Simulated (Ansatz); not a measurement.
A computed series for hypothetical rock salt GaAs: response to strain

Take GaAs in the rock salt structure (space group Fm-3m, No. 225; a hypothetical phase, not in the database extracts checked; relaxed with 0.1 eV smearing) as the base.

```
CELL_PARAMETERS angstrom
      0.00000     2.66521     2.66521
      2.66521     0.00000     2.66521
      2.66521     2.66521     0.00000
ATOMIC_POSITIONS crystal
  As 0.00000 0.00000 0.00000
  Ga 0.50000 0.50000 0.50000
```

Cartesian axes are those of the cell as printed.

Strains are applied to the cell and any free atomic positions relax; under biaxial strain the out-of-plane vector relaxes too.

Method: r2SCAN, PAW, 500 eV (Ansatz, a first-principles code; no SOC), earlier PAW set.

Notes on the quantities. energy relative to the base: free energy F; pressure: mean of the normal stresses, compression positive.

```json
[
 {"case": "base", "energy relative to the base": "0 meV/atom", "volume per atom": "18.93 Å³", "pressure": "0.0 GPa"},
 {"case": "biaxial strain +1.69 %, plane normal [001], relaxed out of plane", "energy relative to the base": "+5.6 meV/atom", "volume per atom": "19.40 Å³", "pressure": "-1.8 GPa"},
 {"case": "biaxial strain +3.15 %, plane normal [001], relaxed out of plane", "energy relative to the base": "+19 meV/atom", "volume per atom": "19.83 Å³", "pressure": "-3.1 GPa"},
 {"case": "uniaxial strain ε_xx = +0.74 %", "energy relative to the base": "+0.5 meV/atom", "volume per atom": "19.07 Å³", "pressure": "-0.6 GPa"},
 {"case": "uniaxial strain ε_xx = +1.01 %", "energy relative to the base": "+0.9 meV/atom", "volume per atom": "19.12 Å³", "pressure": "-0.8 GPa"},
 {"case": "uniaxial strain ε_yy = +4.19 %", "energy relative to the base": "+13 meV/atom", "volume per atom": "19.73 Å³", "pressure": "-2.8 GPa"}
]
```

Whether these cells are dynamically stable was not tested. The final runs are not spin-polarised.
